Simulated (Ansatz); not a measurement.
fcc Rh (1 1 1) on zinc-blende CdTe (1 1 1) (film strained to the substrate, started from cuts of the bulks and a machine-learned relaxation; slabs Cd4Te4 and Rh15, which can lie off the formulas)

A periodic stack without vacuum, fcc Rh (1 1 1) on zinc-blende CdTe (1 1 1) (film strained to the substrate, started from cuts of the bulks and a machine-learned relaxation; slabs Cd4Te4 and Rh15, which can lie off the formulas): substrate slab Cd4Te4, film Rh15, surface cells [[0, 1], [-1, 0]] and [[1, -2], [1, 1]], film strained by -0.2 and -0.2 %, outermost planes Cd/Te and Rh/Rh as cut, which need not be the usual terminations and can put a slab off its formula.

The start was prepared with a machine-learned potential, and the result is one local minimum, with the in-plane cell held and forces under 0.04 eV/Å; the film can end far from its bulk form.

Level of theory: PBE (plane waves to 420 eV, PAW; Ansatz, a quantum-chemistry and plane-wave program). No spin–orbit coupling; the runs are not spin-polarised. Its k-point mesh 8×8×1, Fermi–Dirac width 0.05 eV.

- interface area: 19.0 Å²
- period: 25.99 Å
- heights between the nearest atoms of the two slabs at the two interfaces: 2.19 and 2.40 Å
- Cd–Rh contacts across the interfaces within 1.22 times the sum of covalent radii: 3, mean 2.87 Å
- Rh–Te contacts across the interfaces within 1.22 times the sum of covalent radii: 3, mean 2.70 Å
- estimate of the barrier: withheld, since the two interfaces are unlike
- slope of the mean potential energy in the substrate: -5.6 MV/cm × e

```yaml
crystal:
  lattice:
    - [4.68098, 0.00000, -0.03479]
    - [-2.34046, 4.05390, 0.02006]
    - [0.97394, -1.33345, 25.97791]
  atoms:
    - { symbol: Cd, position: [0.42303, 0.54079, 0.04331] }
    - { symbol: Cd, position: [0.75758, 0.25919, 0.19378] }
    - { symbol: Cd, position: [0.08854, 0.97114, 0.34087] }
    - { symbol: Cd, position: [0.42171, 0.69195, 0.48932] }
    - { symbol: Te, position: [0.75640, 0.22079, 0.08395] }
    - { symbol: Te, position: [0.09059, 0.93800, 0.23171] }
    - { symbol: Te, position: [0.42172, 0.65065, 0.37937] }
    - { symbol: Te, position: [0.75467, 0.37091, 0.52833] }
    - { symbol: Rh, position: [0.75674, 0.06370, 0.61249] }
    - { symbol: Rh, position: [0.41877, 0.39873, 0.61256] }
    - { symbol: Rh, position: [0.09164, 0.73637, 0.61251] }
    - { symbol: Rh, position: [0.75516, 0.42728, 0.69743] }
    - { symbol: Rh, position: [0.42191, 0.76068, 0.69738] }
    - { symbol: Rh, position: [0.08859, 0.09396, 0.69721] }
    - { symbol: Rh, position: [0.75489, 0.78761, 0.78218] }
    - { symbol: Rh, position: [0.42136, 0.12181, 0.78222] }
    - { symbol: Rh, position: [0.08898, 0.45499, 0.78220] }
    - { symbol: Rh, position: [0.75489, 0.14883, 0.86649] }
    - { symbol: Rh, position: [0.42170, 0.48262, 0.86761] }
    - { symbol: Rh, position: [0.08818, 0.81554, 0.86680] }
    - { symbol: Rh, position: [0.75794, 0.50980, 0.95112] }
    - { symbol: Rh, position: [0.42106, 0.84641, 0.95099] }
    - { symbol: Rh, position: [0.08441, 0.17300, 0.95101] }
```
